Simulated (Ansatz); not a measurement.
The parent structure is Os in the hcp (Mg type) structure (space group P6_3/mmc, No. 194; a = 2.754 Å, c = 4.347 Å; relaxed with 0.1 eV smearing). Axes: x lies along a and z along c of the hexagonal cell.

Computed with PBE (Ansatz, a program for electronic structure), no spin-orbit coupling.

One thing is altered: uniaxial strain ε_zz = −2.00 %, all other strain components held at zero; the atoms relax in the strained cell.

Predict the stress tensor and what it implies for the stiffness.

Stress of the strained cell less that of the base (GPa, compression positive):
```
    4.8     0.0     0.0
    0.0     4.8     0.0
    0.0     0.0    17.6
```

Then −Δσ_ii/ε with ε = -0.0200 gives secant stiffness values (nonlinear terms included at this strain): C33 ≈ 878 GPa, C13 ≈ 239 GPa and C23 ≈ 239 GPa.

As a check, the harmonic strain energy −½ V₀ Δσ:ε is 16 meV/atom; the computed energy rise is 15 meV/atom.

No phonon test of stability was made. The final runs are not spin-polarised.
